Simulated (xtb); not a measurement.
xtb 6.7.1, GFN1-xTB: CC(=O)[C]=C(C)O, charge 0, multiplicity 2, 14 atoms. The geometry is a generated start, not checked to be a minimum at this level.

```
Quantity                                                                                                       Result
------------------------  -------------------------------------------------------------------------------------------
method                                                                                                       GFN1-xTB
--acc                                                                                                     1 (default)
--etemp (K)                                                                                             300 (default)
detailed input (--input)  none: ANC optimiser, Lindh (1995) Hessian, microcycle=20, maxdispl=1.0, hlow=0.01 (default)
basis functions                                                                                                    42
valence electrons                                                                                                  39
```

```xyz
14

C      2.3401    -0.0531    -0.5090
C      1.5000     0.8158     0.4416
O      2.0159     1.6337     1.1815
C      0.1439     0.5321     0.2931
C     -0.9099    -0.2413     0.2644
C     -2.2668     0.3019    -0.0962
O     -0.8583    -1.5757     0.5741
H      3.3883     0.1877    -0.3559
H      2.1636    -1.1054    -0.2935
H      2.0528     0.1465    -1.5391
H     -2.9600     0.1559     0.7335
H     -2.6532    -0.2222    -0.9713
H     -2.2048     1.3625    -0.3195
H     -1.7517    -1.9383     0.5963
```

Charge 0 and multiplicity 2 are set for this test and not shown to be the ground state. GFN-xTB has no spin term: --uhf 1 sets the occupations alone.

The structure is relaxed from this start with --opt LEVEL for the levels crude, sloppy, loose, lax, normal, tight, vtight, extreme, once each. Up to the end of the extreme run atoms move by at most 0.32 Å along an axis.

Task: What is the loosest level that ends within 1 meV of the extreme run, and how many cycles does it take?

Result: lax: 12 cycles against 36, ending 0.39 meV above.

```json
[
 {"level": "crude", "cycles": "2", "energy above the extreme run (meV)": "14", "gradient norm (eV/Å)": "0.41"},
 {"level": "sloppy", "cycles": "3", "energy above the extreme run (meV)": "12", "gradient norm (eV/Å)": "0.13"},
 {"level": "loose", "cycles": "4", "energy above the extreme run (meV)": "11", "gradient norm (eV/Å)": "0.089"},
 {"level": "lax", "cycles": "12", "energy above the extreme run (meV)": "0.39", "gradient norm (eV/Å)": "0.094"},
 {"level": "normal", "cycles": "13", "energy above the extreme run (meV)": "0.29", "gradient norm (eV/Å)": "0.048"},
 {"level": "tight", "cycles": "15", "energy above the extreme run (meV)": "0.22", "gradient norm (eV/Å)": "0.015"},
 {"level": "vtight", "cycles": "32", "energy above the extreme run (meV)": "under 0.01", "gradient norm (eV/Å)": "0.0020"},
 {"level": "extreme", "cycles": "36", "energy above the extreme run (meV)": "—", "gradient norm (eV/Å)": "0.0015"}
]
```
